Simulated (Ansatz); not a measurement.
Take WC (space group P-6m2, No. 187; a = 2.922 Å, c = 2.846 Å; relaxed with 0.1 eV smearing) as the base. Axes: x lies along a and z along c of the hexagonal cell.

The values are results of Ansatz (a program for electronic structure) PBE, no spin-orbit coupling, not measurements.

Before the change:

| Item | Value |
|---|---|
| Pressure | 0.0 GPa |
| Shortest interatomic distance | 2.207 Å |

Perturbation: uniaxial strain ε_zz = +2.00 %, all other strain components held at zero, atoms relaxed at fixed cell.

### Question
How does this affect the pressure?

### Answer
The pressure (mean of the normal stresses, compression positive) goes from zero to -8.0 GPa.

### Question
How does this affect the shortest interatomic distance?

### Answer
The shortest interatomic distance rises by 0.0185 Å, from 2.207 Å to 2.226 Å.

Whether these cells are dynamically stable was not tested. All final runs are without spin polarisation.
